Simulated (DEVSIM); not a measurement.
Device: Schottky contact on n-type GaAs, at 350 K.

Layer 1 from the left is GaAs, thickness (μm) 0.750, Nd (cm⁻³) 2.1e16, τn (s) 1.8e-9, τp (s) 1.8e-9.

Left contact: Schottky, work function 5.16 eV, emission velocity 2.4e6 cm/s. Right contact: ohmic. Voltage is applied to the left contact. Recombination: SRH at mid-gap, radiative. Mobility is μmin + (μ − μmin)/(1 + (N/Nref)^α).

Constants are typed, rounded textbook-type inputs, not results; the design itself was drawn at random and stands for no fabricated device. Values at 300 K; Nc and Nv go as T^1.5, mobilities as T to minus their exponent, the gap by Varshni's rule with the affinity fixed.

GaAs: gap (eV) 1.424, affinity (eV) 4.07, permittivity 12.9, Nc (cm⁻³) 4.7e17, Nv (cm⁻³) 9e18, μn (cm²/Vs) 8500, μp (cm²/Vs) 400, μn,min 500, μp,min 20, Nref,n 6e16, Nref,p 1.5e17, αn 0.39, αp 0.38, T exponent of μn 2.1, T exponent of μp 2.2, B (cm³/s) 2e-10, Varshni α (eV/K) 0.000541, Varshni β (K) 204.

Simulated with DEVSIM: 1D drift-diffusion, Boltzmann statistics, complete ionisation; no tunnelling, impact ionisation, image-force lowering or self-heating. Metal contacts follow the ideal Schottky-Mott rule: no Fermi-level pinning, no interface dipoles.

Dark forward current:

```tsv
|V| (V)	|J| (A/cm²)
0.05	2.451e-8
0.10	7.807e-8
0.15	2.047e-7
0.20	5.179e-7
0.25	1.339e-6
0.30	3.708e-6
0.35	1.155e-5
0.40	4.178e-5
0.45	0.0001745
0.50	0.0008088
0.55	0.003987
0.60	0.02029
0.65	0.1049
0.70	0.5459
0.75	2.849
0.80	14.84
0.85	76.54
0.90	376.7
0.95	1571
1.00	4668
```

Task: Work out the local ideality factor n = ΔV / (kT/q · ln(J2/J1)) between the rows 0.15 and 0.20 V, 0.70 and 0.75 V, 0.95 and 1.00 V.

Result: kT/q = 30.16 mV. From 0.15 to 0.20 V: ln(5.179e-7/2.047e-7) = 0.928, n = 1.79. From 0.70 to 0.75 V: ln(2.849/0.5459) = 1.652, n = 1.00, near the 1 of diffusion or emission over a barrier. From 0.95 to 1.00 V: ln(4668/1571) = 1.089, n = 1.52; the layers' resistance at their doping, Σ W/(qμN) = 5.8e-6 Ω cm², would take 18 mV of this step of 50 mV.

Task: Estimate the current at 0.70 V for emission alone, J0 = q v N_band exp(−φB/kT), and read the barrier back from the simulated current.

Result: φB = 1.090 eV, N_band = 5.92e17 cm⁻³, J0 = 4.59e-11 A/cm²; J = J0 (exp(qV/kT) − 1) = 0.552 A/cm². The simulation gives 0.546 A/cm²; the estimate lies 1.0 % above. Read backwards, the simulated current gives an apparent barrier of 1.090 eV. The estimate leaves out transport through the depletion region and minority injection.
